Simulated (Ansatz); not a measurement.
Start from CdS in the wurtzite structure (space group P6_3mc, No. 186; a = 4.074 Å, c = 6.637 Å). Axes: x lies along a and z along c of the hexagonal cell.

Method: LDA, PAW, 420 eV (Ansatz, a program for electronic structure; spin-orbit coupling left out).

Base values:

```
Quantity                        Result
-----------------------------  -------
Width of the top valence band  1.87 eV
```

It is then changed as follows: biaxial strain +1.80 %, plane normal [001], relaxed out of plane (Cartesian); in-plane vectors clamped, the third vector and the atoms free.

Task: Predict the new width of the top valence band.

Result: The width of the top valence band shrinks by 0.05 eV to 1.82 eV.

Task: What does the calculation give for the ratio −ε⊥/ε∥ after the change?

Result: The ratio −ε⊥/ε∥ amounts to 0.97.

The levels and masses belong to the bands next to the band gap. Stability against distortions was not tested.
